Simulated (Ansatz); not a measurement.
GeSi₃ (model structure, P-4m2, No. 115, 4 atoms in the cell)

Level of theory: LDA (PAW; Ansatz, a quantum-chemistry and plane-wave program).

Settings: plane-wave cutoff 520 eV, 10×10×6 k mesh (along the axes of the cell as run), Fermi–Dirac smearing 0.01 eV, scalar-relativistic PAW data made under PBE.

Cell (relaxed at this level):

Space group P-4m2 (No. 115); a = 3.853 Å, b = 3.853 Å, c = 5.446 Å, α = 90.00°, β = 90.00°, γ = 90.00°

```json
[
 {"atom": "Si", "site": "2g", "symmetry": "2mm.", "x": "0.0000", "y": "0.5000", "z": "0.2452"},
 {"atom": "Si", "site": "1a", "symmetry": "-4m2", "x": "0.0000", "y": "0.0000", "z": "0.0000"},
 {"atom": "Ge", "site": "1c", "symmetry": "-4m2", "x": "0.5000", "y": "0.5000", "z": "0.5000"}
]
```

```json
{
  "band_gap": "0.22 eV (indirect)",
  "smallest_direct_gap_on_the_k_points_sampled": "0.50 eV"
}
```

Note: the relaxation could raise the start's symmetry but not lower it, so the cell can be a saddle point.

Spin–orbit coupling is not included.

The computed numbers hold no vibrational or temperature effects.

It cost about 25 core-seconds (a rough figure) of CPU time.

A model structure was made by putting elements into a prototype or built by hand; it is no filed structure, need not be a known phase, and can be a saddle point held by its symmetry.
